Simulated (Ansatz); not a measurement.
The structure below was relaxed with DFT with PBE, PAW potentials and a 420 eV plane-wave cutoff in Ansatz (a first-principles code), without spin-orbit coupling.

```yaml
crystal:
  lattice:
    - [5.26305, 0.00000, 0.00000]
    - [0.00000, 5.26305, 0.00000]
    - [0.00000, 0.00000, 5.26305]
  atoms:
    - { symbol: I, position: [0.00000, 0.00000, 0.00000] }
    - { symbol: Cu, position: [0.50000, 0.00000, 0.00000] }
    - { symbol: Cu, position: [0.00000, 0.00000, 0.50000] }
    - { symbol: Cu, position: [0.00000, 0.50000, 0.00000] }
```

Problem. Find the space group and the Wyckoff positions.

Solution. Space group Pm-3m (No. 221); a = 5.2630 Å, b = 5.2630 Å, c = 5.2630 Å, α = 90.00°, β = 90.00°, γ = 90.00°

```json
[
 {"atom": "I", "site": "1a", "symmetry": "m-3m", "x": "0.0000", "y": "0.0000", "z": "0.0000"},
 {"atom": "Cu", "site": "3d", "symmetry": "4/mm.m", "x": "0.0000", "y": "0.0000", "z": "0.5000"}
]
```

Problem. Describe the coordination.

Solution. The crystal has 4 atoms in its conventional cell. Conventional cell: a = b = c = 5.2630 Å, α = β = γ = 90.00°. I sees 6 Cu at 2.632 Å (octahedral). Cu has 2 I at 2.632 Å (linear). (Neighbours: up to the widest gap in distance over summed covalent radii, below 1.35, at either atom; cation-cation and far metal-metal contacts left out.)

Stability against distortions was not tested. All final runs are without spin polarisation. The cell was made from Cu3N by this change: N → I; the result is a hypothetical phase, not in the database extracts checked.
